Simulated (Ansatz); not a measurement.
**Several settings converged on a (110) slab of CuPd (cut from a parent of space group no. 221; 10 atoms in the cell)**

```yaml
crystal:
  lattice:
    - [2.96552, 0.00000, 0.00000]
    - [0.00000, 4.19388, 0.00000]
    - [0.00000, 0.00000, 22.38781]
  atoms:
    - { symbol: Cu, position: [0.00000, 0.75000, 0.31267] }
    - { symbol: Pd, position: [0.50000, 0.25000, 0.31267] }
    - { symbol: Cu, position: [0.00000, 0.25000, 0.40634] }
    - { symbol: Pd, position: [0.50000, 0.75000, 0.40634] }
    - { symbol: Cu, position: [0.00000, 0.75000, 0.50000] }
    - { symbol: Pd, position: [0.50000, 0.25000, 0.50000] }
    - { symbol: Cu, position: [0.00000, 0.25000, 0.59366] }
    - { symbol: Pd, position: [0.50000, 0.75000, 0.59366] }
    - { symbol: Cu, position: [0.00000, 0.75000, 0.68733] }
    - { symbol: Pd, position: [0.50000, 0.25000, 0.68733] }
```

Base method: PBEsol, default PAW files made with PBE (plane waves; Ansatz, an electronic-structure program).

Base settings: basis.ecutwfc = 30.9 Ry; kpoints.mp_grid.grid = 5 4 1; hamiltonian.xc = pbesol; hamiltonian.pseudopotentials = {kind: paw} (the program's default PAW files); scf.occupations.method = gaussian; scf.occupations.width = 0.0073 Ry.

The count of work is k-points × plane waves × bands × iterations; it is no time. 

**The vacuum**

The mesh stays at the base's, so the ladder's end is converged at best in this setting alone.

Only quantities that move along the ladder and can be compared are tabulated.

```csv
vacuum between outermost atoms (Å),free energy less the last step's (meV/atom),largest difference of a force vector from the last step's (eV/Å),count of work / last
3.0,-109.48,0.818,0.25
4.0,-25.34,0.275,0.28
5.0,-3.08,0.047,0.37
6.0,-0.35,0.005,0.35
7.0,-0.08,0.002,0.40
8.0,-0.02,0.000,0.43
10.0,0.00,0.000,0.48
12.0,-0.01,0.000,0.53
14.0,0.00,0.000,0.58
17.0,0.00,0.000,0.66
20.0,0.00,0.000,0.74
25.0,0.00,0.000,0.87
30.0,0.00,0.000,1.0
```

Smallest vacuum between outermost atoms (Å) that holds the forces within 0.02 eV/Å of the last step, with all finer ones: 6.0, at 0.35 of the last step's count of work; the step before is off by 0.047 eV/Å.

Smallest vacuum between outermost atoms (Å) that holds the free energy within 0.5 meV/atom of the last step, with all finer ones: 6.0, at 0.35 of the last step's count of work; the step before is off by 3.1 meV/atom.

**The plane-wave cutoff**

The mesh stays at the base's, so the ladder's end is converged at best in this setting alone.

Only quantities that move along the ladder and can be compared are tabulated.

```csv
basis.ecutwfc,free energy less the last step's (meV/atom),largest difference of a force vector from the last step's (eV/Å),count of work / last
15.4 Ry,9628.33,0.130,0.13
18.4 Ry,2176.17,0.080,0.18
21.7 Ry,299.57,0.079,0.22
26.1 Ry,11.55,0.005,0.28
30.9 Ry,2.78,0.002,0.38
37.1 Ry,0.77,0.001,0.51
46.3 Ry,0.27,0.000,0.65
61.7 Ry,0.00,0.000,1.0
```

Coarsest basis.ecutwfc that holds the forces within 0.01 eV/Å of the last step, with all finer ones: 26.1 Ry, at 0.28 of the last step's count of work; the step before is off by 0.079 eV/Å.

Coarsest basis.ecutwfc that holds the free energy within 1 meV/atom of the last step, with all finer ones: 37.1 Ry; the step before is off by 2.8 meV/atom.

On the base run: the starting cell comes from a database of computed structures (which also holds hypothetical and non-ambient phases and stackings), without a prior relaxation at this level. The slab is cut from that crystal, and its faces are unrelaxed. Its lattice was rescaled by up to half a per cent. Spin polarisation is off. Without a gap this mesh is coarse (it stands for a supercell whose shortest in-plane vector is 15 Å).

Keys are those of Ansatz 0.2.
